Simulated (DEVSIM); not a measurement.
**abrupt Si n-p junction**

System: abrupt Si n-p junction, at 300 K.

```
layer (left to right)  material  thickness (μm)  Nd (cm⁻³)  Na (cm⁻³)  τn (s)  τp (s)
---------------------  --------  --------------  ---------  ---------  ------  ------
1                            Si            20.0       3e17          -  1.5e-6  1.5e-6
2                            Si            5.40          -     1.7e16  1.5e-6  1.5e-6
```

Left contact: ohmic. Right contact: ohmic. Voltage is applied to the left contact. Recombination: SRH at mid-gap, Auger. Mobility is μmin + (μ − μmin)/(1 + (N/Nref)^α).

Constants are typed, rounded textbook-type inputs, not results; the design itself was drawn at random and stands for no fabricated device. Values at 300 K.

| parameter | Si |
|---|---|
| gap (eV) | 1.124 |
| affinity (eV) | 4.05 |
| permittivity | 11.7 |
| Nc (cm⁻³) | 2.86e19 |
| Nv (cm⁻³) | 3.1e19 |
| μn (cm²/Vs) | 1417 |
| μp (cm²/Vs) | 470 |
| μn,min | 52 |
| μp,min | 45 |
| Nref,n | 9.7e16 |
| Nref,p | 2.2e17 |
| αn | 0.68 |
| αp | 0.72 |
| Cn (cm⁶/s) | 2.8e-31 |
| Cp (cm⁶/s) | 9.9e-32 |

DEVSIM, 1D drift-diffusion, Boltzmann statistics, complete ionisation; no tunnelling, impact ionisation, image-force lowering or self-heating.

The potential step across the device at zero bias is 0.812 V and the largest field in the device at zero bias comes out as 63000 V/cm. The dark forward voltage at 1 A/cm² is 0.609 V. The dark forward voltage at 100 A/cm² is 0.745 V.

Small-signal capacitance in reverse bias (quasi-static):

```csv
V (V),C (nF/cm²)
0.04,41.0
0.1,39.5
0.2,37.3
0.3,35.5
0.4,34.0
0.6,31.3
0.8,29.3
1,27.5
1.3,25.5
1.6,23.8
2,22.0
```

Dark reverse current:

```tsv
V (V)	J (A/cm²)
0.04	9.1e-10
0.10	1.8e-9
0.20	2.9e-9
0.30	3.9e-9
0.40	4.9e-9
0.60	6.6e-9
0.80	8.1e-9
1.00	9.6e-9
1.30	1.1e-8
1.60	1.3e-8
2.00	1.5e-8
```
